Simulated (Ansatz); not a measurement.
Consider a 32-atom cell of (Ru,Re) started in the hexagonal close-packed structure, site fractions Ru 0.500, Re 0.500, short-range order 0.00 among the nearest mixed sites of the first mixed sublattice (0 is random, a negative value favours unlike neighbours), space group P1 at the end. Its start:

```xyz
32
Lattice="1.3795 -7.1670 -4.4062 -1.3798 7.1679 -4.4077 6.8963 2.3883 4.4069" Properties=species:S:1:pos:R:3 pbc="T T T"
Re     1.3924    -0.7955    -3.2921
Ru    -0.0080     1.5908    -3.3132
Re     1.3639    -5.5557    -3.2989
Re     2.7557     6.3674    -3.2920
Re     2.7658     1.5747    -3.3036
Re     2.7568     1.5876     1.1090
Ru     1.3731     3.9806    -3.3035
Ru     2.7432    -3.1880    -3.3067
Re     0.0066     6.3603    -3.3093
Re     6.9021    -0.8001     1.0957
Ru     5.5039     1.6009     1.0892
Ru     4.1522     3.9842    -3.3006
Ru     4.1569     3.9711     1.0754
Ru     4.1350    -0.7903    -3.3087
Re     5.5263     6.3842     1.1087
Re     5.4852     1.5944    -3.3024
Re     2.7635    -1.5880    -1.0947
Re     1.3767     0.8112    -1.0997
Ru     1.3690     0.8027    -5.4992
Ru     4.1451     5.5742    -1.0955
Ru     4.1281     0.7988    -1.0910
Re     4.1179     0.8080    -5.5200
Ru     2.7767     3.1772    -1.1057
Ru     4.1341    -3.9996    -1.0987
Re     2.7651    -1.5861    -5.5109
Ru    -0.0132     3.1926    -5.5067
Re     6.8983     0.7757     3.2993
Re     5.5182     3.1761    -1.1329
Ru     6.9150    -4.0039    -1.0857
Ru     5.5241    -1.5697    -1.0970
Ru     1.3797    -3.9686    -5.5114
Re     6.9067     0.7913    -1.1008
```

These are PBE (plane waves to 420 eV, PAW; Ansatz, a first-principles code) values and carry that method's errors. Spin–orbit coupling is left out; the runs are not spin-polarised. Its k-point mesh 5×5×5, Fermi–Dirac width 0.05 eV.

**Question.** Predict the alloy's volume and bond lengths.

**Answer.** 
```
Property                                                                                          Value
---------------------------------------------------------  --------------------------------------------
volume per atom                                                                                14.34 Å³
Re–Ru bonds (within 1.22 times the sum of covalent radii)  2.728 Å on average, from 2.677 to 2.792 (96)
Re–Re bonds (within 1.22 times the sum of covalent radii)  2.733 Å on average, from 2.682 to 2.806 (48)
Ru–Ru bonds (within 1.22 times the sum of covalent radii)  2.720 Å on average, from 2.683 to 2.776 (48)
```
